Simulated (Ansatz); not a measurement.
GaP (R-3m, No. 166, 4 atoms in the cell; start mp-1018275; a measured phase of this formula has another space group), treated with HSE06 in Ansatz (PAW).

Run with plane-wave cutoff 500 eV, 6×6×6 k mesh, gaussian smearing 0.02 eV, scalar-relativistic PAW data made under PBE.

Cell (relaxed at this level):

```xyz
4
Lattice="1.9269 1.1125 6.3901 -1.9269 1.1125 6.3901 0.0000 -2.2249 6.3901" Properties=species:S:1:pos:R:3 pbc="T T T"
Ga     0.0000     0.0000     8.3480
Ga     0.0000     0.0000    10.8221
P      0.0000     0.0000     1.0993
P      0.0000     0.0000    18.0709
```

Q: Predict the band gap.

A: 
band gap: 1.44 eV (on the SCF k mesh)

Note: the relaxation could not lower the start's symmetry, so the cell can be a saddle point above a distorted one.

Spin–orbit coupling is not included.

Static lattice: no zero-point or thermal effects.

A start named mp-… is a Materials Project structure, which need not be a measured phase.

Ansatz is an electronic-structure program.
